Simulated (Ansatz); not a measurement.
Defect: N-vacancy pair (N on one host Si site, one Si site vacant) in silicon, charge state -1. These are PBE, PAW (plane waves to 420 eV; Ansatz, a program for electronic structure) values and carry that method's errors.

216-site cell at the relaxed PBE lattice, one k-point at (0.250, 0.250, 0.250), smearing 0.01 eV, spin-restricted, no finite-size correction. Energies are static. The charge state is imposed; whether it is stable for some Fermi level was not computed. Forms of the defect that were not tried may lie lower.

Barriers: single points on a 2×2×2 k-point mesh shifted by half a step at the bands' geometries (they differ from the bands' own by up to 0.09 eV, and are uncertain by about as much).

The step: a nearby Si atom hops onto the vacant site (N-vacancy distance between ideal sites 2.37 → 3.87 Å) (strongly reconstructed ends); the atom moves 2.50 Å along (0.07, -0.31, -0.32) of the unit cell; at the end one Si stands off the lattice site; the moving atom starts with neighbours Si at 2.35, Si at 2.37, Si at 2.45, Si at 2.89 Å and ends with N at 1.84 Å.

Give the migration barrier of this step at the level PBE, PAW.

1.79 eV forward and 0.10 eV backward. At the saddle the moving atom has neighbours N at 1.95; 2 Si at 2.49 Å. The check of the saddle point's order was inconclusive.
